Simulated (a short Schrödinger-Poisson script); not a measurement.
Structure: MOS inversion layer, Si3N4 on p-type Si(110), at 300 K.

```tsv
layer	material	thickness (nm)	Na (cm⁻³)
1	Si3N4	3.7	-
2	Si	680	4e17
```

The device is made up for the run: typed textbook-type constants, with dimensions and the other settings drawn at random. Si3N4: permittivity 7.5, conduction-band edge (eV) 1.95, gap (eV) 5.1, electron mass (mₑ) 0.5. Si: permittivity 11.7, conduction-band edge (eV) 0, gap (eV) 1.124, Nv at 300 K (cm⁻³) 3.1e19.

Channel valleys (confinement mass, in-plane density-of-states mass, number): Δ4 0.315, 0.324, 4; Δ2 0.19, 0.417, 2. At the gate the conduction-band edge of layer 1 lies 2.21 eV − eVg above the Fermi level of the channel; the field vanishes at the back. Gaps are held at their typed values at every temperature. Mesh 0.03 nm at interfaces.

Solved with a short Schrödinger-Poisson script written for these runs: 1D Poisson equation in equilibrium, electrons quantum, Hartree (BenDaniel-Duke, 12 states a valley, the channel's in-plane mass for all, wave functions free to enter the dielectric), parabolic valleys, classical holes, full ionisation, no traps, pinning or gate leakage.

At Vg = 2 V the centroid of the electrons lies 1.36 nm from the interface.

Question: Estimate the gate capacitance as the dielectric in series with that distance, and compare.

Answer: The dielectric alone has 1.79 μF/cm²; in series with 1.36 nm of the channel's permittivity, 1.45 μF/cm²; the run gives 1.55 μF/cm². The estimate leaves out the density-of-states capacitance and the centroid's move with voltage.
